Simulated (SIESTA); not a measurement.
SIESTA run on K2LiTaCl6 (Fm-3m, 10 atoms in the cell): self-consistent single point

Computed with GGA PBEsol, numerical atomic orbitals DZP, PseudoDojo PBEsol standard norm-conserving potentials (rewritten from UPF to PSML) run with SIESTA.

Input as run:

```
# files in the folder: K.psml Li.psml Ta.psml Cl.psml (PseudoDojo PBEsol standard)
SystemName  K2LiTaCl6
SystemLabel siesta

NumberOfAtoms                10
NumberOfSpecies              4
%block ChemicalSpeciesLabel
  1 19 K
  2 3 Li
  3 73 Ta
  4 17 Cl
%endblock ChemicalSpeciesLabel
LatticeConstant              1.0 Ang
%block LatticeVectors
     0.000000000    5.127607000    5.127607000
     5.127607000    0.000000000    5.127607000
     5.127607000    5.127607000    0.000000000
%endblock LatticeVectors
AtomicCoordinatesFormat      ScaledCartesian
%block AtomicCoordinatesAndAtomicSpecies
     7.691410500    7.691410500    7.691410500  1
     2.563803500    2.563803500    2.563803500  1
     5.127607000    5.127607000    5.127607000  2
     0.000000000    0.000000000    0.000000000  3
     2.518578006    5.127607000    5.127607000  4
     7.736635994    5.127607000    5.127607000  4
     5.127607000    2.518578006    5.127607000  4
     5.127607000    7.736635994    5.127607000  4
     5.127607000    5.127607000    2.518578006  4
     5.127607000    5.127607000    7.736635994  4
%endblock AtomicCoordinatesAndAtomicSpecies

XC.functional                GGA
XC.authors                   PBEsol
PAO.BasisSize                DZP
PAO.EnergyShift              0.01 Ry
PAO.Polarization.NonPerturbative true
MeshCutoff                   400 Ry
%block kgrid.MonkhorstPack
    3   0   0  0.0
    0   3   0  0.0
    0   0   3  0.0
%endblock kgrid.MonkhorstPack
OccupationFunction           MP
OccupationMPOrder            0
ElectronicTemperature        0.2 eV
Spin                         polarized
%block DM.InitSpin
  1 +0.00
  2 +0.00
  3 +0.00
  4 +1.00
  5 +0.00
  6 +0.00
  7 +0.00
  8 +0.00
  9 +0.00
  10 +0.00
%endblock DM.InitSpin

MaxSCFIterations             150
SCF.Mixer.Method             Pulay
SCF.Mixer.Weight             0.1
SCF.Mixer.History            6
SCF.DM.Tolerance             1.0E-05
Diag.ParallelOverK           true
WriteForces                  true
Charge.Mulliken              end
```

Output, abridged:

```
reinit: Reading from file input.fdf

reinit: System Name: K2LiTaCl6
reinit: System Label: siesta

NOTE on units for spin output:
{S} is the spin magnetic moment, in units of the Bohr magneton,
assuming a g-factor for the electron spin of exactly 2.
The spin magnetic moment is then numerically equal to the charge inbalance,
in units of electrons, between the spin-up and -down channels.

coor:   Atomic-coordinates input format  =     Cartesian coordinates
coor:                                          (in units of alat)

siesta: Atomic coordinates (Bohr) and species
siesta:     14.53466  14.53466  14.53466  1        1
siesta:      4.84489   4.84489   4.84489  1        2
siesta:      9.68977   9.68977   9.68977  2        3
siesta:      0.00000   0.00000   0.00000  3        4
siesta:      4.75942   9.68977   9.68977  4        5
siesta:     14.62012   9.68977   9.68977  4        6
siesta:      9.68977   4.75942   9.68977  4        7
siesta:      9.68977  14.62012   9.68977  4        8
siesta:      9.68977   9.68977   4.75942  4        9
siesta:      9.68977   9.68977  14.62012  4       10

siesta: System type = bulk

initatomlists: Number of atoms, orbitals, and projectors:     10   121   184

siesta: ******************** Simulation parameters ****************************
redata: Spin configuration                          = collinear
redata: Time-Reversal Symmetry                      = T
redata: Number of Atomic Species                    =        4
redata: Mesh Cutoff                                 =   400.0000 Ry
redata: Net charge of the system                    =     0.0000 |e|
redata: Min. number of SCF Iter                     =        0
redata: Max. number of SCF Iter                     =      150
redata: SCF convergence failure will abort job
redata: SCF mix quantity                            = Hamiltonian
redata: Mix DM or H after convergence               =   F
   [... lines left out ...]
diag: Used triangular part                          = Lower
diag: Absolute tolerance                            =  0.100E-15
diag: Orthogonalization factor                      =  0.100E-05
diag: Memory factor                                 =  1.0000

superc: Internal auxiliary supercell:     5 x     5 x     5  =     125
superc: Number of atoms, orbitals, and projectors:   1250  15125  23000

                        Single-point calculation

superc: Internal auxiliary supercell:     5 x     5 x     5  =     125
superc: Number of atoms, orbitals, and projectors:   1250  15125  23000

outcell: Unit cell vectors (Ang):
        0.000000    5.127607    5.127607
        5.127607    0.000000    5.127607
        5.127607    5.127607    0.000000

outcell: Cell vector modules (Ang)   :    7.251531    7.251531    7.251531
outcell: Cell angles (23,13,12) (deg):     60.0000     60.0000     60.0000
outcell: Cell volume (Ang**3)        :    269.6337
new_DM -- step:     1
Initializing Density Matrix...

Attempting to read DM from file... Failed...
DM filled with atomic data (user-defined):

InitMesh: MESH = 72 x 72 x 72 = 373248
InitMesh: Mesh cutoff (required, used) =   400.000   408.695 Ry

stepf: Methfessel-Paxton step function
       Using Hermite-Gauss polynomials of order  0
        iscf     Eharris(eV)        E_KS(eV)     FreeEng(eV)     dDmax    Ef(eV) dHmax(eV)
   scf:    1    -6264.260039    -6268.984845    -6269.116012  0.802369 -1.065015 18.825113
     spin moment: {S} , |S| = {        0.0        0.0    1.31412 }     1.31412
   scf:    2    -6280.332757    -6275.282680    -6275.416623  0.075252 -1.837209 11.609399
     spin moment: {S} , |S| = {        0.0        0.0    1.74876 }     1.74876
   scf:    3    -6279.752959    -6278.428622    -6278.542992  0.063947 -3.068177  2.454375
     spin moment: {S} , |S| = {        0.0        0.0    1.98032 }     1.98032
   scf:    4    -6278.545497    -6278.545374    -6278.656914  0.036422 -3.506749  1.014131
     spin moment: {S} , |S| = {        0.0        0.0    1.99927 }     1.99927
   scf:    5    -6278.704870    -6278.660605    -6278.772840  0.020681 -3.522359  0.355813
     spin moment: {S} , |S| = {        0.0        0.0    2.00000 }     2.00000
   scf:    6    -6278.574855    -6278.632694    -6278.744903  0.010707 -3.707235  1.161229
   [... lines left out ...]
   scf:   11    -6278.669334    -6278.669325    -6278.781650  0.000540 -3.592214  0.001820
     spin moment: {S} , |S| = {        0.0        0.0    2.00000 }     2.00000
   scf:   12    -6278.669331    -6278.669328    -6278.781650  0.000031 -3.592253  0.001196
     spin moment: {S} , |S| = {        0.0        0.0    2.00000 }     2.00000
   scf:   13    -6278.669335    -6278.669332    -6278.781650  0.000040 -3.592169  0.001014
     spin moment: {S} , |S| = {        0.0        0.0    2.00000 }     2.00000
   scf:   14    -6278.669339    -6278.669335    -6278.781650  0.000027 -3.592166  0.000664
     spin moment: {S} , |S| = {        0.0        0.0    2.00000 }     2.00000
   scf:   15    -6278.669342    -6278.669339    -6278.781650  0.000039 -3.592503  0.000194
     spin moment: {S} , |S| = {        0.0        0.0    2.00000 }     2.00000
   scf:   16    -6278.669339    -6278.669339    -6278.781650  0.000004 -3.592504  0.000245
     spin moment: {S} , |S| = {        0.0        0.0    2.00000 }     2.00000
SCF Convergence by DM+H criterion
max |DM_out - DM_in|         :     0.0000035426
max |H_out - H_in|      (eV) :     0.0002453001
SCF cycle converged after 16 iterations

Using DM_out to compute the final energy and forces

siesta: E_KS(eV) =            -6278.6693

siesta: E_KS - E_eggbox =     -6278.6693

siesta: Atomic forces (eV/Ang):
     1    0.000006    0.000006    0.000006
     2   -0.000006   -0.000006   -0.000006
     3   -0.000000   -0.000000   -0.000000
     4    0.000000   -0.000000   -0.000000
     5   -0.387188    0.000024    0.000024
     6    0.387188   -0.000024   -0.000024
     7    0.000024   -0.387188    0.000024
     8   -0.000024    0.387188   -0.000024
     9    0.000024    0.000024   -0.387188
    10   -0.000024   -0.000024    0.387188
   Tot    0.000000   -0.000000    0.000000
   Max    0.387188
   Res    0.173156    sqrt( Sum f_i^2 / 3N )
   Max    0.387188    constrained

Stress tensor Voigt[x,y,z,yz,xz,xy] (kbar):       38.88       38.88       38.88       -0.03       -0.03       -0.03
(Free)E + p*V (eV/cell)    -6285.3254
Target enthalpy (eV/cell)    -6278.7817

siesta: Program's energy decomposition (eV):
siesta: Ebs     =     -1393.859930
siesta: Eions   =     10442.039803
siesta: Ena     =      2926.311540
siesta: Ekin    =      2075.403981
siesta: Enl     =       598.840267
siesta: Eso     =         0.000000
siesta: Edftu   =         0.000000
siesta: DEna    =        74.740279
siesta: DUscf   =         2.012878
siesta: DUext   =         0.000000
siesta: Ex      =     -1394.209977
siesta: Ec      =      -119.728504
siesta: Exc     =     -1513.938481
siesta: Eharris =     -6278.669339
siesta: Etot    =     -6278.669339
siesta: FreeEng =     -6278.781650

siesta: Atomic forces (eV/Ang):
siesta:      1    0.000006    0.000006    0.000006
siesta:      2   -0.000006   -0.000006   -0.000006
siesta:      3   -0.000000   -0.000000   -0.000000
siesta:      4    0.000000   -0.000000   -0.000000
siesta:      5   -0.387188    0.000024    0.000024
siesta:      6    0.387188   -0.000024   -0.000024
siesta:      7    0.000024   -0.387188    0.000024
siesta:      8   -0.000024    0.387188   -0.000024
   [... lines left out ...]
siesta: Cell volume =        269.633712 Ang**3
siesta:         -38.88315395        -50.88846372  kBar
   [... lines left out ...]
Atom  Qatom  Qorb
               5s      6s      6s      5py     5pz     5px     6py     6pz
               6px     5dxy    5dyz    5dz2    5dxz    5dx2-y2 5dxy    5dyz
               5dz2    5dxz    5dx2-y2
   4  5.365   0.989   0.330  -0.074   0.992   0.992   0.992   0.126   0.126
              0.126   0.106   0.106   0.185   0.106   0.185  -0.004  -0.004

              0.045  -0.004   0.045

Species: Cl
Atom  Qatom  Qorb
               3s      3s      3py     3pz     3px     3py     3pz     3px
               3dxy    3dyz    3dz2    3dxz    3dx2-y2
   5  3.516   0.854   0.048   0.902   0.902   0.758  -0.008  -0.008   0.048
              0.005   0.001   0.003   0.005   0.005
   6  3.516   0.854   0.048   0.902   0.902   0.758  -0.008  -0.008   0.048
   [... 9 lines left out ...]

mulliken: Qtot =       37.000

Mulliken Atomic Populations:
Atom #   charge [q] valence [e]      Sz [e]  Species
     1     0.129915    8.870085    0.008085  K
     2     0.129915    8.870085    0.008085  K
     3    -0.356960    3.356960    0.000656  Li
     4     0.415802   12.584198    1.854868  Ta
     5    -0.053112    7.053112    0.021384  Cl
     6    -0.053112    7.053112    0.021384  Cl
     7    -0.053112    7.053112    0.021384  Cl
     8    -0.053112    7.053112    0.021384  Cl
     9    -0.053112    7.053112    0.021384  Cl
    10    -0.053112    7.053112    0.021384  Cl
 Total     0.000000                2.000000
```

The run converged in 16 iterations.

The starting cell comes from a database of computed structures (which also holds hypothetical and non-ambient phases and stackings), without a prior relaxation at this level. Its lattice was rescaled by a random factor within 2.5 % of one. With one magnetic atom in the cell only a parallel order is possible. Values carry the incompleteness of an atom-centred basis. With a pressure of about -4 GPa the cell is away from its equilibrium volume at this level.

Cost on one core of a shared machine: roughly 2 min.
